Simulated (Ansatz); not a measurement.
Take SnO in the litharge type structure (space group P4/nmm, No. 129; a = 3.8371 Å, c = 4.7586 Å; layered, stacked along the Cartesian z axis) as the base.

It is then changed as follows: hydrostatic tension (pressure −1 GPa).

Levels (all Ansatz, a first-principles code, PAW): PBE-D3(BJ) (420 eV, without spin-orbit coupling); HSE06 (420 eV, no spin-orbit coupling).

The geometry is relaxed with PBE-D3(BJ).

- PBE-D3(BJ) band gap = 0.21 eV

With HSE06 at the same geometry, the band gap goes up by 0.39 eV, from 0.21 eV to 0.60 eV.

Single points use the geometry relaxed with PBE-D3(BJ). The hybrid gap comes from the SCF mesh plus the semilocal run's edge points and a few special points and is an upper bound. Load acts through the strain it causes; cell and atoms are relaxed under it. No phonon test of stability was made. The final runs are not spin-polarised. A zero or small gap of SnO can be the functional's error rather than a property of the material.
